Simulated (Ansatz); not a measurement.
Base system: Si in the diamond structure (space group Fd-3m, No. 227).

```
Si
1.0
    0.00000     2.70105     2.70105
    2.70105     0.00000     2.70105
    2.70105     2.70105     0.00000
Si
2
Direct
  0.00000   0.00000   0.00000
  0.25000   0.25000   0.25000
```

Cartesian axes are those of the cell as printed.

Method: LDA (Ansatz, an electronic-structure program; PAW; 420 eV plane waves; spin-orbit coupling left out).

Base values:

* **Smallest direct gap**: 2.53 eV

One thing is altered: tensor shear ε_xy = +2.00 % (engineering shear γ = 0.0400); the atoms relax in the strained cell.

Q: What happens to the smallest direct gap?

A: The smallest direct gap decreases by 0.42 eV to 2.11 eV.

Q: Estimate the effect on the energy relative to the base.

A: The energy goes up by 7.4 meV/atom.

Stability against distortions was not tested.
